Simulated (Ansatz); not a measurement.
The parent structure is a 16-atom supercell of LiBr in the rock salt structure (space group Fm-3m, No. 225; a = 5.511 Å) at its relaxed geometry.

Level of theory: PBE, PAW, 420 eV (Ansatz, a quantum-chemistry and plane-wave program; scalar-relativistic without spin-orbit coupling).

Base values:

The pressure is 0.0 GPa. The mean distance from the defect site to its nearest host atoms comes out as 5.21 bohr.

Now apply this change: one Li atom is replaced by K, atoms relaxed at fixed cell, starting from a slightly rattled geometry.

Task: What does the calculation give for the pressure and mean distance from the defect site to its nearest host atoms after the change?

Result: The pressure goes from zero to 3.0 GPa; the mean distance from the defect site to its nearest host atoms rises by 0.338 bohr to 5.54 bohr.

Other magnetic orders, which the real material may have, were not ruled out. In so small a cell the defect repeats every few ångströms: this is an ordered compound, not a dilute defect. Starting moments died away, wholly or in part, for K on a Li site; another magnetic solution may exist. The defect cell is spin-polarised and ends with 0.0 μB.
